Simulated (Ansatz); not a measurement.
**A constructed model of the (0001) surface of wurtzite ZnO, Zn-terminated, 2x2 O adatom at H3 (bottom of the slab: 2 H on 4 bottom sites)**

The numbers are results of PBE (plane waves to 420 eV, PAW; Ansatz, a quantum-chemistry and plane-wave program), not measurements.

Set-up: 43 atoms, 13.2 Å thick at the start with caps and adatoms (thin: gaps and levels are the slab's own); mesh 4x4x1; 0.025 eV smearing; dipole correction on; 8 atoms held, the rest relaxed; symmetry of the start imposed; no spin, no spin-orbit, no U. It is one candidate, not shown to be the stable structure of the face.

| Property | Result |
|---|---|
| gap of the slab on its k-mesh | 0.41 eV |
| highest filled level below the top vacuum level | 5.81 eV |
| energy released by relaxation | 2.37 eV |
| cost | about 13 core-minutes (a rough figure) |
